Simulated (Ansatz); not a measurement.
Base system: Ca in the fcc (Cu type) structure (space group Fm-3m, No. 225; a = 5.4558 Å; relaxed with 0.1 eV smearing).

Level of theory: PBEsol (Ansatz, a program for electronic structure, PAW, no spin-orbit coupling).

Strains are applied to the cell and any free atomic positions relax.

One change was made to it. Results:

The energy increases by 2.2 meV/atom; the pressure goes from zero to 0.6 GPa.

**Question.** What was done to the base?
A. isotropic strain −1.00 %
B. isotropic strain −0.50 %
C. isotropic strain −1.50 %
D. isotropic strain +3.00 %

**Answer.** A, isotropic strain −1.00 %. For comparison, the energy relative to the base in the other runs: isotropic strain −0.50 % gives +0.6 meV/atom; isotropic strain −1.50 % gives +4.9 meV/atom; isotropic strain +3.00 % gives +17 meV/atom.

Whether these cells are dynamically stable was not tested.
